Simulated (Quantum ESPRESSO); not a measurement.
**Converging the SCF threshold: CO2 (Cm, 6 atoms in the cell)**

```yaml
crystal:
  lattice:
    - [2.64382, -2.39454, 0.00000]
    - [2.64382, 2.39454, 0.00000]
    - [0.00000, 0.00000, 6.60693]
  atoms:
    - { symbol: C, position: [0.00000, 0.00000, 0.00757] }
    - { symbol: C, position: [0.50000, 0.50000, 0.50000] }
    - { symbol: O, position: [0.80651, 0.19349, 0.89184] }
    - { symbol: O, position: [0.19349, 0.80651, 0.10816] }
    - { symbol: O, position: [0.69349, 0.30651, 0.39184] }
    - { symbol: O, position: [0.30651, 0.69349, 0.60816] }
```

Level of theory: PBEsol, GBRV 1.5 ultrasoft (PBESOL) pseudopotentials (plane waves; Quantum ESPRESSO 7.5).

Base settings: ecutwfc = 40 Ry; ecutrho = 200 Ry; occupations = smearing; smearing = fd; degauss = 0.00147 Ry; potentials = {C: c_pbesol_v1.2.uspp.F.UPF, O: o_pbesol_v1.2.uspp.F.UPF}; K_POINTS = automatic 3 3 2 0 0 0; conv_thr = 1e-08 Ry; mixing_beta = 0.3.

The mesh stays at the base's, so the ladder's end is converged at best in this setting alone.

Only quantities that move along the ladder and can be compared are tabulated; the gap is left out on so coarse a mesh.

The count of work is k-points × plane waves × bands × iterations; it is no time. 

The starting cell comes from a database of computed structures (which also holds hypothetical and non-ambient phases and stackings), without a prior relaxation at this level. Its lattice was rescaled by up to half a per cent. One atom was moved a little off its site on purpose. In the base run, forces exceed 1 eV/Å.

| conv_thr | free energy less the last step's (meV/atom) | pressure (GPa) | largest difference of a force vector from the last step's (eV/Å) | count of work / last |
|---|---|---|---|---|
| 0.0073 Ry | 1.31 | -2.17 | 0.446 | 0.24 |
| 0.00073 Ry | 0.09 | 1.42 | 0.119 | 0.35 |
| 7.3e-05 Ry | 0.01 | 0.89 | 0.013 | 0.41 |
| 7.3e-06 Ry | 0.01 | 0.89 | 0.013 | 0.41 |
| 7.3e-07 Ry | 0.00 | 0.67 | 0.004 | 0.53 |
| 7.3e-08 Ry | 0.00 | 0.67 | 0.004 | 0.53 |
| 1e-08 Ry | 0.00 | 0.70 | 0.001 | 0.65 |
| 7.3e-09 Ry | 0.00 | 0.70 | 0.001 | 0.65 |
| 7.3e-10 Ry | 0.00 | 0.70 | 0.000 | 0.71 |
| 7.3e-12 Ry | 0.00 | 0.70 | 0.000 | 0.88 |
| 7.3e-14 Ry | 0.00 | 0.70 | 0.000 | 1.0 |

Coarsest conv_thr that holds the forces within 0.01 eV/Å of the last step, with all finer ones: 7.3e-07 Ry; the step before is off by 0.013 eV/Å.

Coarsest conv_thr that holds the free energy within 0.5 meV/atom of the last step, with all finer ones: 0.00073 Ry, at 0.35 of the last step's count of work; the step before is off by 1.3 meV/atom.

Coarsest conv_thr that holds the pressure within 0.5 GPa of the last step, with all finer ones: 7.3e-05 Ry, at 0.41 of the last step's count of work; the step before is off by 0.72 GPa.
